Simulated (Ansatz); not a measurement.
The parent structure is HgTe in the zinc blende structure (space group F-43m, No. 216; a = 6.573 Å). Axes: x, y, z lie along the cube axes.

All numbers come from r2SCAN in Ansatz (plane waves to 500 eV, PAW, no spin-orbit coupling).

For the base:

```
Item                             Value
-----------------------------  -------
Shortest interatomic distance  2.846 Å
Pressure                       0.0 GPa
```

One thing is altered: compressive biaxial strain of 1.00 % in the plane normal to [001], as in epitaxy on a mismatched substrate; the out-of-plane cell vector and the atoms relax.

Question: How does this affect the shortest interatomic distance?

Answer: The shortest interatomic distance shrinks by 0.006 Å to 2.840 Å.

Question: What does the calculation give for the energy relative to the base after the change?

Answer: The energy rises by 0.8 meV/atom.

Question: Predict the new pressure.

Answer: The pressure (mean of the normal stresses, compression positive) goes from zero to 0.3 GPa.

No phonon test of stability was made. The final runs are not spin-polarised.

Ansatz is a quantum-chemistry and plane-wave program.
